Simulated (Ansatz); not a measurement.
The reference is MoP in the CsCl type structure (space group Pm-3m, No. 221; a = 2.975 Å; a hypothetical phase, not in the database extracts checked; relaxed with 0.1 eV smearing). Axes: x, y, z lie along the cube axes.

All numbers come from Ansatz (a quantum-chemistry and plane-wave program) PBEsol, spin-orbit coupling left out.

A first run, uniaxial strain ε_xx = +1.97 %, gives secant values C11 ≈ 450 GPa and C12 ≈ 130 GPa from its stress. A second run applies isotropic strain −1.47 %.

Task: What does linear elasticity predict for the bulk modulus −ΔP/(ΔV/V₀) in the second run, and what does the run give?

Result: Linear elasticity: (C11 + 2 C12)/3 = 240 GPa. The run gives 290 GPa; any difference comes from nonlinear terms at these strains and numerical noise.

Stability against distortions was not tested. The final runs are not spin-polarised.
